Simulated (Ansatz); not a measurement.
**Cu2Te: pressure series**

Consider Cu2Te (space group P6/mmm, No. 191; a = 4.233 Å, c = 8.451 Å; a cell from a computed database, its experimental status unchecked; layered, stacked along the Cartesian z axis).

Cell and atoms are relaxed at each pressure.

Computed with Ansatz (a first-principles code), r2SCAN+rVV10, PAW, cutoff 500 eV, no SOC.

Notes on the quantities. enthalpy: H = E + PV relative to the base's energy.

```tsv
case	c/a ratio	enthalpy	volume per atom
base	1.997	–	21.85 Å³
pressure 0.3 GPa	1.984	+0.04 eV/atom	21.62 Å³
pressure 0.7 GPa	1.970	+0.09 eV/atom	21.34 Å³
pressure 1.5 GPa	1.949	+0.20 eV/atom	20.89 Å³
pressure 3 GPa	1.923	+0.39 eV/atom	20.23 Å³
pressure 5 GPa	1.894	+0.64 eV/atom	19.51 Å³
pressure 7.5 GPa	1.790	+0.93 eV/atom	18.39 Å³
pressure 10 GPa	1.766	+1.22 eV/atom	17.92 Å³
```

Load acts through the strain it causes; cell and atoms are relaxed under it. Whether these cells are dynamically stable was not tested. Competing high-pressure phases were not computed. The final runs are not spin-polarised.
